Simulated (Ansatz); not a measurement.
Band structure of BN (P6_3/mmc, 4 atoms in the cell).

```xyz
4
Lattice="2.4726 0.0000 0.0000 -1.2363 2.1414 0.0000 0.0000 0.0000 7.2838" Properties=species:S:1:pos:R:3 pbc="T T T"
B      1.2363     0.7138     5.4629
B      0.0000     1.4276     1.8210
N      0.0000     0.0000     5.4629
N      0.0000     0.0000     1.8210
```

Computed with PBE, PAW files (plane waves; Ansatz, a program for electronic structure).

Settings: basis.ecutwfc = 420 eV; kpoints.mp_grid.grid = 10 10 3; hamiltonian.xc = pbe; hamiltonian.pseudopotentials = {kind: paw} (the program's default PAW files); scf.occupations.method = fermi_dirac; scf.occupations.width = 0.01 eV; kpoints.band_path.npoints = 8.

The starting cell comes from a database of computed structures (which also holds hypothetical and non-ambient phases and stackings), without a prior relaxation at this level. Its lattice was rescaled by a random factor within 2.5 % of one.

Q: Predict the gap along the standard path and the places of the band edges.

A: The gap along the path is 3.86 eV, from K to M; the smallest direct gap on it is 4.35 eV.

Levels in eV from the top of the valence band on the path, bands 5 to 11:
```json
[
 {"point": "Γ", "5": "-1.58", "6": "-1.58", "7": "-1.57", "8": "-1.57", "9": "4.47", "10": "8.94", "11": "11.62"},
 {"point": "M", "5": "-4.49", "6": "-4.47", "7": "-1.56", "8": "-0.90", "9": "3.86", "10": "5.45", "11": "9.51"},
 {"point": "K", "5": "-7.49", "6": "-7.49", "7": "-0.56", "8": "0.00", "9": "4.43", "10": "4.43", "11": "12.76"},
 {"point": "A", "5": "-1.57", "6": "-1.57", "7": "-1.57", "8": "-1.57", "9": "6.36", "10": "6.36", "11": "11.65"},
 {"point": "L", "5": "-4.48", "6": "-4.48", "7": "-1.24", "8": "-1.24", "9": "4.54", "10": "4.54", "11": "9.88"},
 {"point": "H", "5": "-7.49", "6": "-7.49", "7": "-0.29", "8": "-0.29", "9": "4.46", "10": "4.46", "11": "11.54"}
]
```

Keys are those of Ansatz 0.2.
